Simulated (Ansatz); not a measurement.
## How far to go with the k-point mesh: Sr2Mg (I4mm, 3 atoms in the cell)

```xyz
3
Lattice="-2.1288 2.1288 7.2837 2.1288 -2.1288 7.2837 2.1288 2.1288 -7.2837" Properties=species:S:1:pos:R:3 pbc="T T T"
Sr     0.0000     0.0000     5.2656
Sr     0.0000     0.0000     9.3519
Mg     0.0000     0.0000     0.0000
```

Level of theory: PBEsol, default PAW files made with PBE (plane waves; Ansatz, a first-principles code).

Base settings: basis.ecutwfc = 420 eV; kpoints.mp_grid.grid = 9 9 9; hamiltonian.xc = pbesol; hamiltonian.pseudopotentials = {kind: paw} (the program's default PAW files); scf.occupations.method = gaussian; scf.occupations.width = 0.1 eV.

The second cell is the first with its lattice scaled by 0.98.

Only quantities that move along the ladder and can be compared are tabulated.

The count of work is k-points × plane waves × bands × iterations; it is no time. Core times come from one kind of shared machine, to one figure; runs under 30 s give none.

The starting cell comes from a database of computed structures (which also holds hypothetical and non-ambient phases and stackings), without a prior relaxation at this level. Its lattice was rescaled by up to half a per cent. One atom was moved a little off its site on purpose. Ansatz's pressure includes its estimate of the finite-basis (Pulay) stress.

| kpoints.mp_grid.grid | free energy less the last step's (meV/atom) | energy of the compressed cell less the first (meV/atom) | pressure (GPa) | largest difference of a force vector from the last step's (eV/Å) | count of work / last | core time / last (rough) |
|---|---|---|---|---|---|---|
| 2 2 2 | -81.92 | -26.82 | -2.02 | 0.034 | 0.0050 | – |
| 4 4 4 | 23.81 | -9.70 | -1.02 | 0.131 | 0.014 | – |
| 6 6 6 | -2.49 | -10.11 | -1.05 | 0.020 | 0.028 | – |
| 8 8 8 | 0.45 | -9.84 | -1.05 | 0.002 | 0.056 | – |
| 9 9 9 | -1.06 | -10.30 | -1.07 | 0.005 | 0.071 | – |
| 12 12 12 | 0.47 | -10.17 | -1.06 | 0.002 | 0.15 | 0.2 |
| 14 14 14 | -0.22 | -9.76 | -1.04 | 0.002 | 0.23 | 0.2 |
| 17 17 17 | -0.04 | -9.91 | -1.05 | 0.002 | 0.38 | 0.4 |
| 21 21 21 | -0.07 | -9.90 | -1.05 | 0.001 | 0.68 | 0.6 |
| 24 24 24 | 0.00 | -9.91 | -1.05 | 0.000 | 1.0 | 1 |

Coarsest kpoints.mp_grid.grid that holds the forces within 0.01 eV/Å of the last step, with all finer ones: 8 8 8, at 0.056 of the last step's count of work; the step before is off by 0.020 eV/Å.

Coarsest kpoints.mp_grid.grid that holds the energy of the compressed cell less the first within 0.5 meV/atom of the last step, with all finer ones: 4 4 4, at 0.014 of the last step's count of work; the step before is off by 17 meV/atom.

Coarsest kpoints.mp_grid.grid that holds the free energy within 5 meV/atom of the last step, with all finer ones: 6 6 6, at 0.028 of the last step's count of work; the step before is off by 24 meV/atom.

The energy difference between the two cells stays within 1 meV/atom of the last step's from 4 4 4 on, the total only from 12 12 12 on: much of the error is common to both cells and cancels.

Keys are those of Ansatz 0.2.
